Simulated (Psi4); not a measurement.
Psi4 1.11, unrestricted B3LYP/def2-svp: Mn(F)2 ([F][Mn][F]), charge 0, multiplicity 6, 3 atoms. The geometry is a generated start, not checked to be a minimum at this level.

```
Quantity                              Value
--------------------------  ---------------
task                                 energy
method                                b3lyp
basis                              def2-svp
memory                                 3 GB
maxiter                                 100
keys of the molecule block      symmetry c1
scf_type                       df (default)
e_convergence               1e-06 (default)
d_convergence               1e-06 (default)
dft_radial_points              75 (default)
dft_spherical_points          302 (default)
basis functions                          59
grid points                           65987
```

```xyz
3

Mn     0.0620     0.0033    -0.0077
F     -0.2297     1.2720    -1.1093
F      0.1677    -1.2753     1.1171
```

Charge 0 and multiplicity 6 are set for this test and not shown to be the ground state.

With the defaults (scf_initial_accelerator = adiis, damping_percentage = 0, diis = true, diis_max_vecs = 10, guess = auto, which took SAD, level_shift = 0, level_shift_cutoff = 0.01) it converges in 14 SCF iterations. One run each on 2 threads, with these changes:
- diis_max_vecs = 3
- scf_initial_accelerator = none
- level_shift = 0.5, level_shift_cutoff = 0.001
- guess = gwh
- scf_initial_accelerator = ediis
- level_shift = 0.1, level_shift_cutoff = 0.001
- scf_initial_accelerator = none, damping_percentage = 60, diis = false
- damping_percentage = 20
- damping_percentage = 60

Problem. Which of these changes keep the SCF from converging, or lead it to another solution?

Solution. No convergence: scf_initial_accelerator = none; damping_percentage = 60; scf_initial_accelerator = none, damping_percentage = 60, diis = false (the run ends without SCF convergence in 100 iterations). The rest reach the solution of the defaults.

```
setting                                                                SCF iterations             end
---------------------------------------------------------------------  --------------  --------------
the defaults                                                                       14   same solution
scf_initial_accelerator = ediis                                                    14   same solution
guess = gwh                                                                        15   same solution
level_shift = 0.5, level_shift_cutoff = 0.001                                      15   same solution
diis_max_vecs = 3                                                                  18   same solution
level_shift = 0.1, level_shift_cutoff = 0.001                                      19   same solution
damping_percentage = 20                                                            22   same solution
scf_initial_accelerator = none                                                    100  no convergence
damping_percentage = 60                                                           100  no convergence
scf_initial_accelerator = none, damping_percentage = 60, diis = false             100  no convergence
```
